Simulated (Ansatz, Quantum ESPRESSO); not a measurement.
A Quantum ESPRESSO input for a self-consistent single point of Hf₂Hg (I4/mmm, 3 atoms in the cell) (DFT, LDA (PZ), plane waves, GBRV 1.5 ultrasoft (LDA) pseudopotentials):

```fortran
&CONTROL
  calculation = 'scf'
  prefix = 'run'
  outdir = './out'
  pseudo_dir = './'
  tprnfor = .true.
  tstress = .true.
/
&SYSTEM
  ibrav = 0
  nat = 3
  ntyp = 2
  ecutwfc = 40
  ecutrho = 320
  occupations = 'smearing'
  smearing = 'gaussian'
  degauss = 0.0036749
/
&ELECTRONS
  conv_thr = 1e-10
  mixing_beta = 0.3
/
ATOMIC_SPECIES
Hf   178.4900  hf_lda_v1.uspp.F.UPF
Hg   200.5920  hg_lda_v1.uspp.F.UPF
CELL_PARAMETERS {angstrom}
  -1.618033000     1.618033000     5.637766000
   1.618033000    -1.618033000     5.637766000
   1.618033000     1.618033000    -5.637766000
ATOMIC_POSITIONS {bohr}
Hf    0.000000000    0.000000000   14.185153411
Hf    0.000000000    0.000000000    7.122513978
Hg    0.000000000    0.000000000    0.000000000
K_POINTS {automatic}
10 10 10  0 0 0
```

### Question
Give the Ansatz (a first-principles code) input for the same structure, mesh, smearing and functional.

### Answer
One input that does it (others would too):

Ansatz 0.2 input:
```yaml
crystal:
  lattice:
    - [-1.618033, 1.618033, 5.637766]
    - [1.618033, -1.618033, 5.637766]
    - [1.618033, 1.618033, -5.637766]
  atoms:
    - { symbol: Hf, position: [0.665730, 0.665730, 0.000000] }
    - { symbol: Hf, position: [0.334270, 0.334270, 0.000000] }
    - { symbol: Hg, position: [0.000000, 0.000000, 0.000000] }
kpoints:
  mp_grid: { grid: [10, 10, 10] }
hamiltonian:
  xc: lda
  pseudopotentials: { kind: paw }
scf:
  occupations: { method: gaussian, width: 0.05 eV }
output:
  forces: true
  eigenvalues: true
  stress: true
```

Basis, cutoffs, solver keys and any potentials are the target program's own. This input uses DFT, LDA (PW92), plane waves, default PAW files made with PBE. LDA parametrisations can differ slightly between programs.

The starting cell comes from a database of computed structures (which also holds hypothetical and non-ambient phases and stackings), without a prior relaxation at this level. Its lattice was rescaled by a random factor within 2.5 % of one. For this run, on top of that: lattice scaled by 0.98.
